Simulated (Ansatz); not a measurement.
Base system: W in the bcc (W type) structure (space group Im-3m, No. 229; a = 3.1542 Å; relaxed with 0.1 eV smearing). Axes: x, y, z lie along the cube axes.

Calculations: Ansatz (a quantum-chemistry and plane-wave program) PBEsol, no spin-orbit coupling.

One thing is altered: uniaxial strain ε_zz = −3.00 %, all other strain components held at zero, atoms relaxed at fixed cell.

Q: What happens to the stress?

A: The stress (xx, yy, zz, yz, xz, xy; compression positive) is (6.9, 6.9, 18.0, 0.0, 0.0, 0.0) GPa.

Stability against distortions was not tested. All final runs are without spin polarisation.
